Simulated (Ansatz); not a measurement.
We consider CuCrO2 (model structure, started from the delafossite type, R-3m, No. 166, 4 atoms in the cell), described by PBE (PAW; Ansatz, a quantum-chemistry and plane-wave program).

Run with plane-wave cutoff 500 eV, 16×16×16 k mesh, Fermi–Dirac smearing 0.05 eV, spin-polarised with parallel moments, scalar-relativistic PAW data made under PBE.

Cell (relaxed at this level):

```cif
data_CrCuO2
_chemical_formula_sum 'Cu1 Cr1 O2'
_space_group_name_H-M_alt 'P 1'
_space_group_IT_number 1
_cell_length_a 5.96336
_cell_length_b 5.96336
_cell_length_c 5.96336
_cell_angle_alpha 29.263
_cell_angle_beta 29.263
_cell_angle_gamma 29.263
loop_
_space_group_symop_operation_xyz
  'x, y, z'
loop_
_atom_site_label
_atom_site_type_symbol
_atom_site_fract_x
_atom_site_fract_y
_atom_site_fract_z
_atom_site_occupancy
Cu1 Cu 0.00000 0.00000 0.00000 1
Cr1 Cr 0.50000 0.50000 0.50000 1
O1 O 0.10844 0.10844 0.10844 1
O2 O 0.89156 0.89156 0.89156 1
```

**Question.** Estimate the band gap that the calculation returns.

**Answer.** 
band gap: 1.07 eV (on the SCF k mesh)

Note: the magnetic order was assumed, not searched for or taken from measurement; the relaxation could raise the start's symmetry but not lower it, so the cell can be a saddle point.

It cost very roughly 6 core-minutes of CPU time.

A model structure was made by putting elements into a prototype or built by hand; it is no filed structure, need not be a known phase, and can be a saddle point held by its symmetry.
